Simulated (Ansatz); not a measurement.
The parent structure is GaP in the zinc blende structure (space group F-43m, No. 216).

```yaml
crystal:
  lattice:
    - [0.00000, 2.69570, 2.69570]
    - [2.69570, 0.00000, 2.69570]
    - [2.69570, 2.69570, 0.00000]
  atoms:
    - { symbol: Ga, position: [0.00000, 0.00000, 0.00000] }
    - { symbol: P, position: [0.25000, 0.25000, 0.25000] }
```

Cartesian axes are those of the cell as printed.

All numbers come from LDA (Ansatz, an electronic-structure program, PAW, scalar-relativistic without spin-orbit coupling).

Base values:

| Item | Result |
|---|---|
| Pressure | -0.01 GPa |

Perturbation: biaxial strain +1.67 %, plane normal [111], relaxed out of plane (Cartesian); in-plane vectors clamped, the third vector and the atoms free.

How does this affect the pressure?

The pressure (mean of the normal stresses, compression positive) decreases by 2.16 GPa, from -0.01 GPa to -2.17 GPa.

How does this affect the out-of-plane strain?

The out-of-plane strain comes out as -0.75 %.

Estimate the effect on the hole mass.

The hole mass amounts to 0.082 mₑ out of plane, 0.78 mₑ in plane (at Γ).

Masses are band curvatures over ±0.01 Å⁻¹ around the edge. Whether these cells are dynamically stable was not tested.
